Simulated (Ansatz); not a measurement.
Start from SiC in the zinc blende structure (space group F-43m, No. 216; a = 4.3566 Å). Axes: x, y, z lie along the cube axes.

Structures relaxed with r2SCAN, PAW, 500 eV (Ansatz, a quantum-chemistry and plane-wave program; spin-orbit coupling left out), earlier PAW set.

Base:

Simulated powder pattern, Cu Kα, λ = 1.54184 Å (kinematic, ideal powder, no thermal factors, no anomalous dispersion; the 10 strongest lines at most, above 2 %, up to 2θ = 90°):

| 2θ (°) | I/Imax (%) | hkl |
|---|---|---|
| 35.70 | 100 | (111) |
| 41.45 | 18 | (200) |
| 60.07 | 46 | (220) |
| 71.87 | 35 | (311) |
| 75.61 | 5.0 | (222) |

After one change:

Simulated powder pattern, Cu Kα, λ = 1.54184 Å (kinematic, ideal powder, no thermal factors, no anomalous dispersion; the 10 strongest lines at most, above 2 %, up to 2θ = 90°):

```csv
2θ (°),I/Imax (%)
35.68,100
41.33,6.1
41.48,12
59.99,31
60.11,15
71.69,12
71.90,23
75.57,5.0
89.79,2.5
```

Q: What was done to the base?
(A) uniaxial strain ε_yy = +4.81 %
(B) biaxial strain −3.17 %, plane normal [001], relaxed out of plane
(C) uniaxial strain ε_zz = +0.97 %
(D) uniaxial stress, 1 GPa tension along z

A: D, uniaxial stress, 1 GPa tension along z. Its volume per atom is 10.35 Å³ against 10.34 Å³, and its space group is I-4m2 (No. 119).

Stability under load was not tested beyond the relaxation.
